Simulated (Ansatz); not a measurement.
Double-hcp La was calculated with r²SCAN+rVV10 (Ansatz, a quantum-chemistry and plane-wave program, PAW).

Numerical settings: plane-wave cutoff 560 eV, 18×18×6 k mesh (along the axes of the cell as run), Fermi–Dirac smearing 0.05 eV, scalar-relativistic PAW data made under PBE.

Cell (relaxed at this level):

La is modelled in the hexagonal space group P6₃/mmc (No. 194), Pearson symbol hP4. Lattice parameters: a = 3.7386 Å, b = 3.7386 Å, c = 11.8980 Å, α = 90.00°, β = 90.00°, γ = 120.00°. La1 on 2a is surrounded by 12 La at 3.675–3.739 Å and 6 La at 5.243 Å. La2 on 2c is surrounded by 12 La at 3.675–3.739 Å and 6 La at 5.243 Å. (Neighbours: up to the widest gap in distance over summed covalent radii, below 1.35, at either atom.)

Question: Predict the bulk modulus and pressure derivative B′ of the bulk modulus.

Answer: 
bulk modulus: 23.3 GPa
pressure derivative B′ of the bulk modulus: 2.3

The run finds no gap.

Measured, for comparison: bulk modulus 27.9 GPa (room temperature, no zero-point or thermal correction; as tabulated in Wikipedia's data pages). Computed (rounded) less measured: bulk modulus -16 %.

Note: the bulk modulus comes from volumes at which shape and atoms were relaxed.

Spin–orbit coupling is not included.

The computed numbers hold no vibrational or temperature effects.

Cost on a shared machine: about 9 core-minutes (a rough figure).
